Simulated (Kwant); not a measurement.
Device: In0.53Ga0.47As/InP stack with 1 barrier. One parabolic valley. Leads of mass 0.041 mₑ with the band edge at 0; grid 0.1 nm; bias 0 V, dropping linearly over the stack.

```json
[
 {"layer": "1", "thickness (nm)": "2.9", "band offset (eV)": "0.25", "mass (mₑ)": "0.08"}
]
```

The device is made up for the run: typed textbook-type constants, with dimensions and the other settings drawn at random.

Computed with Kwant: one-band effective-mass tight-binding model in one dimension, coherent, no space charge.

Q: Work out the transmission below the barrier top from T = 1/(1 + ((ζ + 1/ζ)/2)² sinh²(κa)), ζ = (k/m_lead)/(κ/m_barrier).

A: E = 0.04856 eV: k = 0.2286 nm⁻¹, κ = 0.6504 nm⁻¹, ζ = 0.6858, T = 0.0774. The simulation gives 0.0775, the same within the digits that matter. E = 0.1243 eV: k = 0.3657 nm⁻¹, κ = 0.5138 nm⁻¹, ζ = 1.389, T = 0.169. The simulation gives 0.169, the same within the digits that matter. E = 0.1905 eV: k = 0.4528 nm⁻¹, κ = 0.3535 nm⁻¹, ζ = 2.499, T = 0.244. The simulation gives 0.244, the same within the digits that matter. What differs comes from the grid.
